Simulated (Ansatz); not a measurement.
The starting structures come from a database of crystals and need not be the phases stable at ambient conditions.

Input:

```
CELL_PARAMETERS angstrom
      4.97981     0.00000     0.00000
      0.00000     5.66235     0.00000
      0.00000     0.00000    11.79261
ATOMIC_POSITIONS crystal
  Ta 0.25000 0.13404 0.25000
  Ta 0.75000 0.86596 0.75000
  Ta 0.25000 0.36596 0.75000
  Ta 0.75000 0.63404 0.25000
  Bi 0.77616 0.25000 0.50000
  Bi 0.22384 0.75000 0.50000
  Bi 0.72384 0.25000 0.00000
  Bi 0.27616 0.75000 0.00000
  O  0.91278 0.91643 0.59784
  O  0.08722 0.08357 0.40216
  O  0.91278 0.58357 0.40216
  O  0.08722 0.41643 0.59784
  O  0.58722 0.91643 0.90216
  O  0.41278 0.08357 0.09784
  O  0.58722 0.58357 0.09784
  O  0.41278 0.41643 0.90216
  O  0.49340 0.85505 0.30518
  O  0.50660 0.14495 0.69482
  O  0.49340 0.64495 0.69482
  O  0.50660 0.35505 0.30518
  O  0.00660 0.85505 0.19482
  O  0.99340 0.14495 0.80518
  O  0.00660 0.64495 0.80518
  O  0.99340 0.35505 0.19482
```

The cell is taken as given; by r2SCAN it stands under a pressure of -0.7 GPa.

Transport runs along the normal of the first two printed cell vectors.

The gap is the functional's own. No spin-orbit coupling. Mid-gap values are those at the computed energy nearest the middle.

Q: Estimate the band gap and the smallest decay constant κ at mid-gap that Ansatz (a program for electronic structure) with r2SCAN returns for this system.

A: Gap 3.51 eV on a 6×6×4 mesh; κ = 0.370 1/Å, at (0.333, 0.500) of the in-plane reciprocal vectors. At the zone centre the slowest state has κ = 0.37 1/Å.
